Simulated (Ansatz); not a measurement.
# Si: energy against volume

Si (diamond, Fd-3m, 20.054 Å³/atom and stress up to 0.01 GPa in the relaxed cell, cube axes along x, y and z) under hydrostatic pressure, with the cell free. PBEsol in Ansatz, a plane-wave DFT program (PAW, default set), 420 eV, 11×11×11 Γ-centred mesh, Fermi-Dirac smearing 0.05 eV; ions are relaxed, or left where forces stay under 0.02 eV/Å, within the symmetry of each cell.

Here V stands for volume and E for E less E0.

```
volume (Å³/atom)  E less E0 (meV/atom)  pressure (GPa)
----------------  --------------------  --------------
20.5048                           2.86           -1.99
20.2715                           0.68           -0.99
20.0545                           0.00           -0.01
19.8655                           0.53            0.90
19.6285                           2.74            2.10
19.1934                          11.66            4.51
18.4949                              ?               ?
```

Taking the third-order Birch-Murnaghan form, a cubic in V^(-2/3) for E over the 6 complete rows: With u = V^(-2/3) - 0.1361, the rows have u = -0.0026159, -0.0015937, -0.0006251, 0.0002328, 0.0013280, 0.0033972. Least squares gives E = 0.280 + 895.8·u + 720744·u² + 478565·u³. Residuals (row less fit): 0.000, -0.001, -0.002, 0.002, -0.002, 0.000; standard error 0.003 (degrees of freedom: 2). Its minimum lies at u = -0.0006218, so V0 = (0.1354782)^(-3/2) = 20.05. There d²E/du² = 1440000 and d³E/du³ = 2871000, so B0 = (4/9) × 20.05^(-7/3) × 1440000 × 0.160218 = 93.8 GPa (the last factor turns the table's units into GPa), and B0' = 4 + (2/3) × 0.1354782 × (2871000)/1440000 = 4.2. B0' rests on the cubic coefficient alone and has a standard error of 0.1 from these residuals.

Q: What does the fit predict for E at V = 18.4949, and how far is the calculated value from it?

A: u = 0.0068877, so E = 0.280 + 895.8 × 0.0068877 + 720744 × 0.0068877² + 478565 × 0.0068877³ = 40.799 meV/atom. The calculation gives 40.80 meV/atom, which the fit meets to the printed digits. The row lies outside the fitted rows, so this is an extrapolation. The scatter of the fitted rows lies at the last printed digit.

Other structures, which can take over under pressure, weren't tried. The same form fitted to the pressure column gives B0' = 4.2; series where the two differ by over 0.4 aren't shown. Rows are the converged runs of the series near zero and its far end, less any whose ions stayed unrelaxed beside relaxed ones; series whose fitted rows scatter by over a few per cent of the range, as at a crossing or softening among them, aren't shown in this form.
